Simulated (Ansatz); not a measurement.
# Ge2SiN4 (model structure, Imma, No. 74, 14 atoms in the cell)

These are PBEsol in Ansatz (plane waves, PAW) values and carry that method's errors.

Numerical settings: plane-wave cutoff 520 eV, 8×8×8 k mesh, Fermi–Dirac smearing 0.01 eV, scalar-relativistic PAW data made under PBE.

Cell (relaxed with PBEsol):

```cif
data_Ge4N8Si2
_chemical_formula_sum 'Ge4 Si2 N8'
_space_group_name_H-M_alt 'P 1'
_space_group_IT_number 1
_cell_length_a 5.70427
_cell_length_b 5.70427
_cell_length_c 5.70427
_cell_angle_alpha 120.193
_cell_angle_beta 119.866
_cell_angle_gamma 89.950
loop_
_space_group_symop_operation_xyz
  'x, y, z'
loop_
_atom_site_label
_atom_site_type_symbol
_atom_site_fract_x
_atom_site_fract_y
_atom_site_fract_z
_atom_site_occupancy
Ge1 Ge 0.50000 0.00000 0.50000 1
Si1 Si 0.50000 0.00000 0.00000 1
Ge2 Ge 0.00000 0.00000 0.00000 1
Si2 Si 0.50000 0.50000 0.50000 1
Ge3 Ge 0.87252 0.62252 0.25000 1
Ge4 Ge 0.12748 0.37748 0.75000 1
N1 N 0.27070 0.24559 0.02510 1
N2 N 0.26598 0.25195 0.48597 1
N3 N 0.72049 0.24559 0.47490 1
N4 N 0.26598 0.78001 0.01403 1
N5 N 0.72930 0.75441 0.97490 1
N6 N 0.73402 0.74805 0.51403 1
N7 N 0.27951 0.75441 0.52510 1
N8 N 0.73402 0.21999 0.98597 1
```

For Ge2SiN4 (model structure, Imma, No. 74, 14 atoms in the cell), the band gap is 2.32 eV and the smallest direct gap on the k points sampled comes out as 2.33 eV.

Note: the relaxation could raise the start's symmetry but not lower it, so the cell can be a saddle point.

Spin–orbit coupling is not included.

Static lattice: no zero-point or thermal effects.

A model structure was made by putting elements into a prototype or built by hand; it is no filed structure, need not be a known phase, and can be a saddle point held by its symmetry.

Ansatz is an electronic-structure program.
